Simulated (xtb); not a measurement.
xtb 6.7.1, GFN1-xTB: Ta(F)3(OEt)2 (CC[O][Ta]([F])([F])([F])[O]CC), 20 atoms. The geometry is a generated start, not checked to be a minimum at this level.

| Property | Result |
|---|---|
| run flags | --grad |
| method | GFN1-xTB |
| --acc | 1 (default) |
| --etemp (K) | 300 (default) |
| basis functions | 66 |
| valence electrons | 64 |

```xyz
20

Ta    -0.1842     1.3420    -0.1219
F      0.7996     2.3134     1.1275
F     -1.1138     0.5858    -1.5604
F     -0.3974     2.9656    -1.0443
O     -1.4875     0.9282     1.0351
C     -2.1872     0.1478     1.9538
C     -1.4113    -1.1398     2.2147
H     -2.3135     0.7213     2.8836
H     -3.1793    -0.0770     1.5367
H     -0.4433    -0.8968     2.6510
H     -1.9576    -1.7890     2.8912
H     -1.2533    -1.6521     1.2674
O      1.1981     0.2444    -0.3860
C      2.0804    -0.5346    -1.1382
C      1.7544    -0.3785    -2.6222
H      3.1073    -0.1984    -0.9316
H      1.9862    -1.5849    -0.8281
H      1.7694     0.6827    -2.8799
H      2.4776    -0.9132    -3.2313
H      0.7555    -0.7668    -2.8170
```

Charge 0 and multiplicity 1 are set for this test and not shown to be the ground state.

One run each on 1 thread. Values of broydamp tried: 0.02, 0.05, 0.1, 0.2, 0.4 (default), 0.6, 0.8, 1.

**Question.** Predict the course of the SCC iterations along this series.

**Answer.** Fewest SCC iterations, within one of each other: 0.4 (default) with 10, 0.6 with 10, 0.8 with 11. The count rises to 19 at 0.02. All converge to one solution.

```csv
broydamp,SCC iterations,end
0.02,19,same solution
0.05,16,same solution
0.1,15,same solution
0.2,13,same solution
0.4 (default),10,same solution
0.6,10,same solution
0.8,11,same solution
1,12,same solution
```
